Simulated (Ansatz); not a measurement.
Partial pair distribution functions of a relaxed model of amorphous Si₁₂Ga₁₂O₄₂, broadened by 0.06 Å; density 3.33 g/cm³. Computed with PBE, scalar-relativistic without spin-orbit coupling (plane waves to 420 eV, PAW; Ansatz, a quantum-chemistry and plane-wave program).

It comes from a melt-quench run on a machine-learned potential (CHGNet), relaxed afterwards by DFT. O atoms were pushed apart under 1.9 Å during the dynamics, to hinder bonds among them. The hot cell started wider than the set density and was brought back towards it in steps. It is the lowest in DFT energy of 2 quenches. It is a model cell: composition and starting density were chosen by hand, and all elements were melted together. No dispersion term was used. Its density started from a set value of 3.49 and ended at 3.33 g/cm³. Cooling (nominally 240 K/ps over its main leg) ran many orders faster than in experiment, which tends to leave more defects and strain. Values belong to this one cell and scatter from quench to quench. Volume and shape were free in the relaxation.

```
r (Å)  g Ga-O  g Si-O  g Si-Si  g Ga-Ga
-----  ------  ------  -------  -------
1.35     0.00    0.00     0.00     0.00
1.45     0.00    0.31     0.00     0.00
1.55     0.00    6.58     0.00     0.00
1.65     0.33   14.74     0.00     0.00
1.75     3.75    4.09     0.00     0.00
1.85     7.16    0.16     0.00     0.00
1.95     6.64    0.00     0.00     0.00
2.05     2.45    0.00     0.00     0.00
2.15     0.31    0.00     0.00     0.00
2.25     0.01    0.00     0.18     0.00
2.35     0.00    0.00     1.15     0.00
2.45     0.00    0.00     0.47     0.00
2.55     0.00    0.00     0.01     0.00
2.65     0.00    0.05     0.00     0.00
2.75     0.04    0.19     0.12     0.26
2.85     0.27    0.13     1.13     2.56
2.95     0.42    0.07     2.36     2.69
3.05     0.51    0.40     2.11     2.67
3.15     0.53    0.34     3.71     2.36
3.25     0.47    0.41     1.32     2.07
3.35     0.51    0.85     0.06     2.05
3.45     0.88    0.99     0.01     2.60
3.55     0.97    1.17     0.26     1.62
3.65     1.14    1.50     1.02     0.87
3.75     1.16    1.54     1.09     0.07
3.85     1.17    1.40     0.54     0.00
3.95     1.39    1.44     0.26     0.02
4.05     1.19    1.78     1.08     0.46
4.15     1.29    2.01     1.32     1.06
4.25     1.79    1.48     1.03     0.37
4.35     2.17    1.14     0.56     0.43
4.45     1.79    1.01     1.05     0.71
4.55     1.59    1.03     0.74     0.83
4.65     1.05    0.88     0.18     0.89
```

Within 2.26 Å each Ga has 4.25 O neighbours on average.
